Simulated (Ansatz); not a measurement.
We consider cubic perovskite CsPbCl3 (cubic high-temperature phase), described by BLYP (Ansatz, a first-principles code, PAW).

Numerical settings: plane-wave cutoff 520 eV, 6×6×6 k mesh, Fermi–Dirac smearing 0.01 eV, scalar-relativistic PAW data made under PBE.

Cell (relaxed at this level):

```
CELL_PARAMETERS angstrom
      5.84478     0.00000     0.00000
      0.00000     5.84478     0.00000
      0.00000     0.00000     5.84478
ATOMIC_POSITIONS crystal
  Cs 0.00000 0.00000 0.00000
  Pb 0.50000 0.50000 0.50000
  Cl 0.50000 0.00000 0.50000
  Cl 0.00000 0.50000 0.50000
  Cl 0.50000 0.50000 0.00000
```

Problem. Predict the bulk modulus, band gap, direct gap at Γ and pressure derivative B′ of the bulk modulus.

Solution. 
* **bulk modulus**: 19.2 GPa
* **band gap**: 2.44 eV
* **direct gap at Γ**: 5.55 eV
* **pressure derivative B′ of the bulk modulus**: 4.7

Note: the cell is over a tenth larger than the published one: the level's own overestimate first of all, though another phase or state, or a fault of the published cell, is possible; the relaxation could not lower the start's symmetry, so the cell can be a saddle point above a distorted one.

Spin–orbit coupling is not included; with these elements it can move the gap by several tenths of an eV or more.

The result took very roughly 2.1 core-minutes.
